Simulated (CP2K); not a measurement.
**Functionals side by side, with their cost (level): ZnSb2 (P-4n2, 6 atoms in the cell)**

```
CELL_PARAMETERS angstrom
      6.97681     0.00000     0.00000
      0.00000     6.97681     0.00000
      0.00000     0.00000     3.29395
ATOMIC_POSITIONS crystal
  Zn 0.50000 0.50000 0.50000
  Zn 0.00000 0.00000 0.00000
  Sb 0.85289 0.35289 0.25000
  Sb 0.35289 0.14711 0.75000
  Sb 0.14711 0.64711 0.25000
  Sb 0.64711 0.85289 0.75000
```

Program: CP2K, GTH-PBE potentials (GTH_POTENTIALS); each row names its functional.

Base settings: CUTOFF = 600 Ry; REL_CUTOFF = 50 Ry; SMEAR/METHOD = GAUSSIAN; SIGMA = 0.05 eV; KPOINTS/SCHEME = MACDONALD 4 4 7 0 0 0.07142857143; XC_FUNCTIONAL = PBE:PBESOL; Zn/BASIS_SET = DZVP-MOLOPT-SR-GTH; Zn/POTENTIAL = GTH-PBE-q12; Sb/BASIS_SET = DZVP-MOLOPT-SR-GTH; Sb/POTENTIAL = GTH-PBE-q5.

Differences are taken from r2SCAN, a reference of convenience: it is no measurement, and no ranking of the functionals follows.

Core times come from one kind of shared machine and are given to one figure; runs under 30 s give none.

The starting cell comes from a database of computed structures (which also holds hypothetical and non-ambient phases and stackings), without a prior relaxation at this level. Its lattice was rescaled by a random factor within 2.5 % of one. Values carry the incompleteness of an atom-centred basis. The potentials were made for another functional than the one used. The run gives no clean gap (levels at the Fermi energy touch, overlap or are partly filled at this smearing), which alone does not show that the compound is a metal.

```
level            pressure less reference (GPa)  largest difference in the force on any atom (eV/Å)  core time / reference (rough)
---------------  -----------------------------  --------------------------------------------------  -----------------------------
LDA (Pade form)                          -3.01                                               0.106                            0.5
BLYP                                      4.68                                               0.127                            0.3
Wu-Cohen GGA                             -0.18                                               0.054                            0.5
vdW-DF2                                   6.80                                               0.197                            0.5
vdW-DF-cx                                 0.57                                               0.037                            0.4
PBEsol                                   -0.38                                               0.061                            0.5
r2SCAN                                    0.00                                               0.000                              1
```

Left out of this page: 3 runs of the series held back from this collection.
